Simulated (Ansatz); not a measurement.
## Pressure series in NaI

Start from NaI in the rock salt structure (space group Fm-3m, No. 225; a = 6.4021 Å).

Cell and atoms are relaxed at each pressure.

Calculations: Kohn–Sham DFT with the PBEsol functional, run in Ansatz (a program for electronic structure) with PAW and 420 eV plane waves, spin-orbit coupling left out.

Candidates:
(a) pressure 0.7 GPa
(b) pressure −2 GPa
(c) pressure 3 GPa
(d) pressure 0.3 GPa

Base values:

* **Band gap**: 3.60 eV

**Question.** Order them by band gap, highest first.

**Answer.** (c) pressure 3 GPa (3.99 eV), (a) pressure 0.7 GPa (3.70 eV), (d) pressure 0.3 GPa (3.64 eV), (b) pressure −2 GPa (3.19 eV)

With I present, leaving out spin-orbit coupling can change the band edges. Load acts through the strain it causes; cell and atoms are relaxed under it. Stability against distortions was not tested.
